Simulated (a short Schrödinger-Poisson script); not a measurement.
Stack: MOS inversion layer, Si3N4 on p-type Si(100), at 300 K.

```
layer  material  thickness (nm)  Na (cm⁻³)
-----  --------  --------------  ---------
1         Si3N4             2.8          -
2            Si             260     2.7e18
```

The device is made up for the run: typed textbook-type constants, with dimensions and the other settings drawn at random. Si3N4: permittivity 7.5, conduction-band edge (eV) 1.95, gap (eV) 5.1, electron mass (mₑ) 0.5. Si: permittivity 11.7, conduction-band edge (eV) 0, gap (eV) 1.124, Nv at 300 K (cm⁻³) 3.1e19.

Channel valleys (confinement mass, in-plane density-of-states mass, number): Δ2 0.916, 0.19, 2; Δ4 0.19, 0.417, 4. At the gate the conduction-band edge of layer 1 lies 2.55 eV − eVg above the Fermi level of the channel; the field vanishes at the back. Gaps are held at their typed values at every temperature. Mesh 0.03 nm at interfaces.

Solved with a short Schrödinger-Poisson script written for these runs: 1D Poisson equation in equilibrium, electrons classical, Boltzmann, parabolic valleys, classical holes, full ionisation, no traps, pinning or gate leakage.

The same stack at other levels of the model or other numerical settings:

| run | sheet density of all electrons at Vg = 1.7 V (cm⁻²) | sheet density of all electrons at Vg = 1.1 V (cm⁻²) | capacitance at Vg = 1.7 V (μF/cm²) | centroid of the channel electrons at Vg = 1.7 V (nm) | rough cost against the base |
|---|---|---|---|---|---|
| base | 8.91e12 | 1.15e12 | 2.23 | 0.22 | about 1 |
| electrons treated as classical, Fermi-Dirac | … | 1.07e12 | 2.06 | 0.36 | 4 |
| electrons treated as quantum, Hartree | … | 1.64e11 | 1.90 | 1.05 | 30 |
| mesh six times as coarse | 8.60e12 | 1.04e12 | 2.17 | … | 0.5 |

Fill in the missing entries.


- electrons treated as classical, Fermi-Dirac, sheet density of all electrons at Vg = 1.7 V (cm⁻²): 8.20e12
- electrons treated as quantum, Hartree, sheet density of all electrons at Vg = 1.7 V (cm⁻²): 6.18e12
- mesh six times as coarse, centroid of the channel electrons at Vg = 1.7 V (nm): 0.32

The classical rows ignore confinement, and Boltzmann statistics overrate the density once the band edge passes the Fermi level.
